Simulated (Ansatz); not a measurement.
B2CO (model structure, I-42d, No. 122, 8 atoms in the cell)

The numbers are results of PBE (plane waves, PAW; Ansatz, a quantum-chemistry and plane-wave program), not measurements.

Run with plane-wave cutoff 520 eV, 12×12×12 k mesh, Fermi–Dirac smearing 0.01 eV, scalar-relativistic PAW data made under PBE.

Cell (relaxed at this level):

```
CELL_PARAMETERS angstrom
     -1.86230     1.86230     3.75093
      1.86230    -1.86230     3.75093
      1.86230     1.86230    -3.75093
ATOMIC_POSITIONS crystal
  C  0.00000 0.00000 0.00000
  C  0.75000 0.25000 0.50000
  O  0.50000 0.50000 0.00000
  O  0.25000 0.75000 0.50000
  B  0.37500 0.35374 0.47874
  B  0.87500 0.89626 0.52126
  B  0.64626 0.12500 0.02126
  B  0.10374 0.62500 0.97874
```

```json
{
 "band_gap": "2.94 eV (indirect)",
 "smallest_direct_gap_on_the_k_points_sampled": "3.63 eV"
}
```

Note: the relaxation could raise the start's symmetry but not lower it, so the cell can be a saddle point.

Static lattice: no zero-point or thermal effects.

Cost on a shared machine: around 29 core-seconds (rough).

A model structure was made by putting elements into a prototype or built by hand; it is no filed structure, need not be a known phase, and can be a saddle point held by its symmetry.
